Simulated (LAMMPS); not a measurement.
LAMMPS 22 Jul 2025, classical MD, Born-Mayer-Huggins in the Tosi-Fumi form: NaCl, 21952 atoms.

```text
units metal
atom_style charge
read_data unit.data
replicate 14 14 14
pair_style born/coul/long 10.0
pair_coeff 1 1 0.2637 0.317 2.340 1.048553 -0.49935
pair_coeff 1 2 0.21096 0.317 2.755 6.99055303 -8.6757
pair_coeff 2 2 0.158221 0.317 3.170 72.40215 -145.427161
kspace_style pppm 0.0001
velocity all create 1800 4928 dist gaussian loop geom
fix 1 all nve
fix 2 all langevin 900 900 0.08 9876 zero yes
timestep 0.002
thermo 100
run 300
reset_timestep 0
write_restart start.rst
```

```text
read_restart start.rst
pair_style born/coul/long 10.0
pair_coeff 1 1 0.2637 0.317 2.340 1.048553 -0.49935
pair_coeff 1 2 0.21096 0.317 2.755 6.99055303 -8.6757
pair_coeff 2 2 0.158221 0.317 3.170 72.40215 -145.427161
kspace_style pppm 0.0001
neighbor 2.0 bin
neigh_modify every 1 delay 0 check yes
fix 1 all nve
timestep 0.002
thermo_style custom step temp pe etotal press
thermo_modify format float %.10g
thermo 100
group probe id 1:48
dump probe probe custom 1000000 forces.txt id fx fy fz
dump_modify probe sort id format float %.8g
run 400
```

box: 79.0 × 79.0 × 79.0 Å.

start: generated rock salt lattice, warmed in an untimed run.

Compared values: energy and forces of the first step, drift over the run.

It runs on a single node (Arm Neoverse V2, 96 cores on 1 socket, no SMT, 1 L3 cache group; 94 cores' worth of CPU time may be used).

Each time is the median wall time of two to five repeats, run one at a time on the otherwise empty machine; start-up is included. Processes are pinned to neighbouring cores unless said otherwise. The build: PyPI wheel: MPICH, OPENMP and OPT packages; another build can shift the numbers. Scratch files lie in a memory file system. A preparatory run goes ahead and isn't timed.

Started as
```bash
# ahead of the timed run: OMP_NUM_THREADS=1 mpirun -np 48 lmp -in in.warm -log none -nocite
OMP_NUM_THREADS=1 mpirun -np 64 lmp -in in.lmp -log log.lammps -nocite
```
(64 ranks, kspace_accuracy = 0.0001) it takes 0.85 s and 18 neighbour list builds.

Task: Estimate the wall time with kspace_accuracy = 1e-05.

Result: About 1.4 s (3 runs within 1 %): 1.6× as long. The k-space grid goes from 45×45×45 to 75×75×75 and Kspace from 0.21 to 0.72 s. As resolved by the program: k-space grid 45 45 45 against 75 75 75. Launch, exit and the like take 0.26 s of the 0.85 s. Change in the result: energy 0.64 meV/atom, forces on 48 atoms 1.3 meV/Å, drift of the total energy 0.0021 meV an atom.
